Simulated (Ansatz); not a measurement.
Take PbTe in the rock salt structure (space group Fm-3m, No. 225; a = 6.380 Å) as the base. Axes: x, y, z lie along the cube axes.

The values are results of LDA (Ansatz, a program for electronic structure), no SOC, not measurements.

One thing is altered: an isotropic linear strain of −3.00 %; the atoms relax in the strained cell.

Q: Predict the stress tensor and what it implies for the stiffness.

A: Stress of the strained cell less that of the base (GPa, compression positive):
```
   5.48    0.00    0.00
   0.00    5.48    0.00
   0.00    0.00    5.48
```

Then B = −ΔP/(ΔV/V₀) with ΔV/V₀ = -0.0873 gives secant stiffness values (nonlinear terms included at this strain): B ≈ 63 GPa.

As a check, the harmonic strain energy −½ V₀ Δσ:ε is 50 meV/atom; the computed energy rise is 45 meV/atom.

Stability against distortions was not tested.
